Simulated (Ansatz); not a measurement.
We consider RuP (model structure, started from the WC type, P-6m2, No. 187, 2 atoms in the cell), described by LDA in Ansatz (plane waves, PAW).

Run with plane-wave cutoff 520 eV, 18×18×18 k mesh, Fermi–Dirac smearing 0.05 eV, no spin polarisation, scalar-relativistic PAW data made under PBE.

Cell (relaxed at this level):

Space group P-6m2 (No. 187); a = b = 2.964 Å, c = 3.389 Å, α = β = 90.00°, γ = 120.00°

```json
[
 {"atom": "Ru", "site": "1a", "symmetry": "-6m2", "x": "0.0000", "y": "0.0000", "z": "0.0000"},
 {"atom": "P", "site": "1f", "symmetry": "-6m2", "x": "0.6667", "y": "0.3333", "z": "0.5000"}
]
```

Question: Predict the bulk modulus.

Answer: 
- bulk modulus = 230 GPa

Note: the run has no spin polarisation, so it can have missed a magnetic state; the bulk modulus is −V dP/dV from two relaxed cells at ±2 % in volume; the relaxation could raise the start's symmetry but not lower it, so the cell can be a saddle point.

Static lattice: no zero-point or thermal effects.

Cost on a shared machine: about 2.9 core-minutes (a rough figure).

A model structure was made by putting elements into a prototype or built by hand; it is no filed structure, need not be a known phase, and can be a saddle point held by its symmetry.

Ansatz is a program for electronic structure.
